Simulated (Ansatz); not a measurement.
Ansatz (a quantum-chemistry and plane-wave program) run on InBi2S4Cl (Cm, 8 atoms in the cell): self-consistent single point.

Method: PBEsol, default PAW files made with PBE (plane waves; Ansatz).

```yaml
crystal:
  lattice:
    - [6.32031, -1.97729, 0.00000]
    - [6.32031, 1.97729, 0.00000]
    - [-3.72219, 0.00000, 7.79498]
  atoms:
    - { symbol: In, position: [0.00189, 0.00189, 0.00641] }
    - { symbol: Bi, position: [0.79566, 0.79566, 0.27516] }
    - { symbol: Bi, position: [0.20434, 0.20434, 0.72484] }
    - { symbol: S, position: [0.16340, 0.16340, 0.31688] }
    - { symbol: S, position: [0.83660, 0.83660, 0.68312] }
    - { symbol: S, position: [0.37459, 0.37459, 0.05408] }
    - { symbol: S, position: [0.62541, 0.62541, 0.94592] }
    - { symbol: Cl, position: [0.50000, 0.50000, 0.50000] }
```

Reference input (self-consistent single point, DFT, PBEsol, plane waves, default PAW files made with PBE): basis.ecutwfc = 420 eV; kpoints.mp_grid.grid = 6 6 2; hamiltonian.xc = pbesol; hamiltonian.pseudopotentials = {kind: paw} (the program's default PAW files); scf.occupations.method = fermi_dirac; scf.occupations.width = 0.02 eV. This run's input differs from it in these lines:

Ansatz 0.2 input:
```diff
@@ -18,3 +18,3 @@
   mp_grid:
-    grid: [6, 6, 2]
+    grid: [16, 16, 8]
 hamiltonian:
```

Log, with long lists cut:

```
SCF iter   1: F=—  HF=-34614.314771 eV  |F-HF|=—  |Δ(HF+E_count)|=         —  Δρ=5.47e-3  dr2=1.01e-1  ethr=1.77e-3  ⟨swp⟩=8.0  Hψ=110127  notcnv=0  defer=27
all-band conjugate gradients solve this SCF's bands
preconditioner: auto → Resta (q_TF=auto, 2.322 Å⁻¹)
SCF iter   2: F=—  HF=-34614.291704 eV  |F-HF|=—  |Δ(HF+E_count)|=   2.31e-2  Δρ=2.79e-3  dr2=2.55e-2  ethr=1.36e-4  ⟨swp⟩=2.0  Hψ=32905  notcnv=0  defer=569
   [... lines left out ...]
SCF iter   4: F=—  HF=-34614.285654 eV  |F-HF|=—  |Δ(HF+E_count)|=   3.21e-5  Δρ=1.26e-4  dr2=3.21e-5  ethr=6.71e-7  ⟨swp⟩=2.0  Hψ=43030  notcnv=0  defer=577
SCF iter   5: F=—  HF=-34614.285734 eV  |F-HF|=—  |Δ(HF+E_count)|=   7.95e-5  Δρ=3.19e-5  dr2=2.32e-6  ethr=4.34e-8  ⟨swp⟩=2.3  Hψ=33999  notcnv=0  defer=577
SCF iter   6: F=—  HF=-34614.285735 eV  |F-HF|=—  |Δ(HF+E_count)|=   1.76e-6  Δρ=7.32e-6  dr2=1.71e-7  ethr=3.13e-9  ⟨swp⟩=2.9  Hψ=45036  notcnv=0  defer=577
SCF iter   7: F=-34614.285736 eV  HF=-34614.285736 eV  |F-HF|=4.42e-9  |Δ(HF+E_count)|=   1.13e-7  Δρ=2.83e-6  dr2=1.29e-8  ethr=1.35e-10  ⟨swp⟩=9.6  Hψ=107642  notcnv=0
SCF 1 converged in 7 iterations: F = -34614.285736 eV  dr2 = 1.29e-8
Free energy (F): -34614.285736 eV
Internal energy: -34614.285736 eV  (E = F + TS)
E sigma→0 (E₀):  -34614.285736 eV
Fermi energy:    7.441741 eV
--- Forces (eV/Å), atoms counted from 1 ---
  atom   1  In    -0.04553679     0.00000000    -0.32522741
  atom   2  Bi    -0.08099584     0.00000000    -0.10033312
  atom   3  Bi     0.15045066     0.00000000     0.10376859
  atom   4  S      0.20049283     0.00000000     0.02104770
  atom   5  S     -0.17176912     0.00000000     0.23901084
  atom   6  S      0.02950861     0.00000000    -0.06712426
  atom   7  S     -0.07561923     0.00000000     0.14551939
  atom   8  Cl    -0.00652898     0.00000000    -0.01666192
--- Stress (GPa, compression-positive) ---
       -3.394451       0.000000      -0.175457
        0.000000      -3.557138       0.000000
       -0.175457       0.000000      -3.393352
  P = ⅓ Tr σ = -3.4483 GPa (-34.483 kbar)
  The stress holds the Pulay correction. Without it, at fixed plane waves, as pw.x and ABINIT print it: P = -3.4704 GPa
```

The run converged in 7 iterations. Against the reference run the free energy is nearly the same (within 1 meV/atom), the pressure moves little (-3.43 to -3.45 GPa), the largest force hardly changes (0.329 to 0.328 eV/Å) and the gap on the mesh goes from 1.579 to 1.443 eV.

The starting cell comes from a database of computed structures (which also holds hypothetical and non-ambient phases and stackings), without a prior relaxation at this level. Its lattice was rescaled by up to half a per cent. One atom was moved a little off its site on purpose. Spin-orbit coupling is off. With a pressure of about -3 GPa the cell is away from its equilibrium volume at this level. Ansatz's pressure includes its estimate of the finite-basis (Pulay) stress.

Cost on one core of a shared machine: roughly 6 min.
